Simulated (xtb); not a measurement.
xtb 6.7.1, GFN2-xTB: Ta(NH)(OMe)3 (C[O][Ta](=[NH])([O]C)[O]C), 18 atoms. The geometry is a generated start, not checked to be a minimum at this level.

```yaml
run_flags: --grad
method: GFN2-xTB
"--acc": 1 (default)
"--etemp (K)": 300 (default)
basis_functions: 48
valence_electrons: 50
```

```xyz
18

Ta    -0.1092    -0.0547    -0.0349
N     -1.0738    -1.5548    -0.2223
H     -1.6065    -2.3954    -0.3873
O     -1.1342     1.4454    -0.4896
C     -2.2985     2.0255    -0.9719
H     -3.0669     1.2599    -1.1457
H     -2.6841     2.7561    -0.2480
H     -2.0959     2.5474    -1.9178
O      0.4150     0.0753     1.7744
C      0.4676    -0.5741     3.0046
H      0.0793    -1.5979     2.9159
H      1.5075    -0.6161     3.3582
H     -0.1322    -0.0279     3.7462
O      1.4361    -0.1132    -1.0637
C      2.3787    -0.6790    -1.9057
H      2.3044    -1.7741    -1.8839
H      2.2234    -0.3352    -2.9390
H      3.3892    -0.3869    -1.5895
```

Charge 0 and multiplicity 1 are set for this test and not shown to be the ground state.

One run each on 1 thread. Values of broydamp tried: 0.02, 0.05, 0.1, 0.2, 0.4 (default), 0.6, 0.8, 1.

### Question
Predict the course of the SCC iterations along this series.

### Answer
Fewest SCC iterations, within one of each other: 0.2 with 14, 0.4 (default) with 13. The count rises to 23 at 0.02. All converge to one solution.

```csv
broydamp,SCC iterations,end
0.02,23,same solution
0.05,19,same solution
0.1,16,same solution
0.2,14,same solution
0.4 (default),13,same solution
0.6,15,same solution
0.8,17,same solution
1,18,same solution
```
